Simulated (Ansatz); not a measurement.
Abridged Ansatz (a quantum-chemistry and plane-wave program) output:

```
Relaxation: its limit of steps is 60 (relax.max_steps)
Pseudopotential: Zr, paw, valence charge 12
Pseudopotential: Se, paw, valence charge 16
Crystal: 3 atoms, lattice volume = 59.394 Å³
Basis set: ecut = 420 eV, 1117 PW (Γ), exchange–correlation on 48×48×80 points (8 copies of the dense FFT grid, shifted against one another)
Bands: 27, of which v1, the nominal top of the filled ones, is band 22 counted from 1 (21 counted from 0)
Symmetry: 12 space group operations
k-points: 192 of 1800
Functional: x = pbesol(κ = 0.804, μ = 0.12345679012345678), c = pbesol(β = 0.046)
SCF iter   1: F=—  HF=-14982.071469 eV  |F-HF|=—  |Δ(HF+E_count)|=         —  Δρ=3.43e-3  dr2=6.45e-3  ethr=1.77e-3  ⟨swp⟩=5.6  Hψ=21436  notcnv=0
SCF iter   2: F=—  HF=-14982.069738 eV  |F-HF|=—  |Δ(HF+E_count)|=   1.73e-3  Δρ=1.97e-3  dr2=2.00e-3  ethr=1.47e-5  ⟨swp⟩=2.2  Hψ=10914  notcnv=0
SCF 1 converged in 7 iterations: F = -14982.069415 eV  dr2 = 1.48e-8
relax step   1: F+E_penalty+E_count = -14982.06941548 eV  Δ(F+E_penalty+E_count) = +0.000e0 eV  max|allowed force component| = 1.946e-3 eV/Å  Δτ_max = 0.0000 Å  P = +9.001 GPa  Ω = 59.394 Å³  (7 SCF iters, dr2 threshold 1.00e-7 eV, accepted)
[... steps on the carried basis left out ...]
relax step   7: F+E_penalty+E_count = -14981.81314001 eV  Δ(F+E_penalty+E_count) = +5.462e-4 eV  max|allowed force component| = 2.773e-3 eV/Å  Δτ_max = 0.0000 Å  P = +14.985 GPa  Ω = 55.934 Å³  stress off target by 1.69e-2 GPa  SCF on the basis re-selected at this cell (its energy is not comparable with the rows above)  (6 SCF iters)
SCF converged after 6 iterations
Free energy (F): -14981.813140 eV
Internal energy: -14981.806157 eV  (E = F + TS)
E sigma→0 (E₀):  -14981.809648 eV
Entropy (-TS):   -0.006983 eV (-2.328 meV/atom)
Fermi energy:    13.981890 eV
  E_disp       = -1.511787  (pairwise vdW)
--- Forces (eV/Å), atoms counted from 1 ---
  atom   1  Zr     0.00000000    -0.00000000     0.00000000
  atom   2  Se    -0.00000000     0.00000000    -0.00277330
  atom   3  Se     0.00000000    -0.00000000     0.00277330
--- Stress (GPa, compression-positive) ---
       14.985671       0.000000       0.000000
       -0.000000      14.985671       0.000000
        0.000000       0.000000      14.983055
  P = ⅓ Tr σ = 14.9848 GPa (149.848 kbar)
--- Relaxed structure (6 steps of the walk, 5 accepted, 1 SCFs on fresh bases) ---
  cell:  # Å, volume = 55.9337 Å³
    - [3.4135892103339227, -6.67793849654783e-33, -1.3580239199909067e-17]
    - [-1.7067946051669614, 2.9562549742336386, 6.790119599954539e-18]
    - [-2.1741697680961234e-17, 2.857336591258549e-33, 5.542688733385748]
  atoms:
    - { symbol: Zr, position: [8.291012627684608e-35, -1.765490529565494e-35, -3.7092061506874214e-68] }
    - { symbol: Se, position: [0.3333333333333333, 0.6666666666666666, 0.301215271047973] }
    - { symbol: Se, position: [0.6666666666666666, 0.3333333333333333, 0.698784728952027] }
```

Problem. What was computed, and what are the main results?

Solution. ZrSe2, 3 atoms in the cell, with PBEsol-D3(BJ) in Ansatz (plane waves to 420 eV, PAW, no SOC), from a series relaxed to a target (pressure 15 GPa). The last SCF converged to F = -14981.813140 eV, or -4993.9377 eV per atom, at a pressure of 14.98 GPa. The total energy compares only with runs of the same code, potentials and settings.

Load acts through the strain it causes; cell and atoms are relaxed under it. Whether these cells are dynamically stable was not tested. No other phases were tried under pressure. The final runs are not spin-polarised. The cell was made from ZrSe2 in the CdI2 type structure (space group P-3m1, No. 164; layered, stacked along the Cartesian z axis) by this change: pressure 15 GPa.

Keys are those of Ansatz 0.2.
